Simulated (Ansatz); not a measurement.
Bond-angle distributions (per cent of the angles at each element, bins of 10°) of a relaxed model of amorphous Hf$_{18}$O$_{39}$Y$_{2}$ at 8.63 g/cm³. Level of theory: PBE, scalar-relativistic without spin-orbit coupling (plane waves to 420 eV, PAW; Ansatz, a quantum-chemistry and plane-wave program).

Preparation: random packing, a CHGNet melt and quench, and a DFT relaxation. O atoms were pushed apart under 1.9 Å during the dynamics, to hinder bonds among them. The hot cell started wider than the set density and was brought back towards it in steps. It is the lowest in DFT energy of 2 quenches. It is a model cell: composition and starting density were chosen by hand, and all elements were melted together. No dispersion term was used. Its density started from a set value of 8.63 and ended at 8.63 g/cm³. Cooling (nominally 450 K/ps over its main leg) ran many orders faster than in experiment, which tends to leave more defects and strain. One small periodic cell is one sample of the glass; other quenches scatter about these values. The volume was held where the preparation left it and the shape relaxed, at a PBE pressure of 3.5 GPa. Stress components on the final sampling reach 3.5 GPa.

Cut-offs for bonds: Hf-Hf 3.34 Å, Hf-O 2.64 Å, Hf-Y 3.54 Å, O-O 1.58 Å, O-Y 2.82 Å, Y-Y 3.74 Å. Two cations that share two anions don't count as bonded, nor two that share one unless they lie closer than Hf-Hf 3.25 Å, Hf-Y 3.45 Å, Y-Y 3.64 Å.

```json
[
 {"angle (°)": "50-60", "at Hf": "0", "at O": "0", "at Y": "2"},
 {"angle (°)": "60-70", "at Hf": "4", "at O": "0", "at Y": "17"},
 {"angle (°)": "70-80", "at Hf": "22", "at O": "0", "at Y": "19"},
 {"angle (°)": "80-90", "at Hf": "20", "at O": "6", "at Y": "14"},
 {"angle (°)": "90-100", "at Hf": "12", "at O": "18", "at Y": "5"},
 {"angle (°)": "100-110", "at Hf": "8", "at O": "30", "at Y": "7"},
 {"angle (°)": "110-120", "at Hf": "5", "at O": "16", "at Y": "2"},
 {"angle (°)": "120-130", "at Hf": "4", "at O": "9", "at Y": "5"},
 {"angle (°)": "130-140", "at Hf": "8", "at O": "11", "at Y": "17"},
 {"angle (°)": "140-150", "at Hf": "6", "at O": "6", "at Y": "7"},
 {"angle (°)": "150-160", "at Hf": "5", "at O": "2", "at Y": "5"},
 {"angle (°)": "160-170", "at Hf": "4", "at O": "1", "at Y": "0"},
 {"angle (°)": "170-180", "at Hf": "1", "at O": "0", "at Y": "0"}
]
```

They go with these counts of neighbours within the cut-offs, cation contacts included: Hf mean 6.1, most often 6; O mean 3.2, most often 3; Y mean 7.0, most often 7.
